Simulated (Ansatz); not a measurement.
Results of PBEsol (plane waves, PAW; Ansatz, a first-principles code) for Os (model structure, Im-3m, No. 229, 1 atoms in the cell).

Settings: plane-wave cutoff 520 eV, 26×26×26 k mesh, Fermi–Dirac smearing 0.05 eV, no spin polarisation, scalar-relativistic PAW data made under PBE.

Cell (relaxed at this level):

```
Os
1.0
   -1.53084     1.53084     1.53084
    1.53084    -1.53084     1.53084
    1.53084     1.53084    -1.53084
Os
1
Direct
  0.00000   0.00000   0.00000
```

Question: Estimate the bulk modulus that the calculation returns.

Answer: 
- bulk modulus: 386 GPa

Note: the run has no spin polarisation, so it can have missed a magnetic state; the bulk modulus is −V dP/dV from two relaxed cells at ±2 % in volume; the relaxation could raise the start's symmetry but not lower it, so the cell can be a saddle point.

Spin–orbit coupling is not included.

Computed values are for the static lattice.

Cost on a shared machine: around 50 core-seconds (rough).

A model structure was made by putting elements into a prototype or built by hand; it is no filed structure, need not be a known phase, and can be a saddle point held by its symmetry.
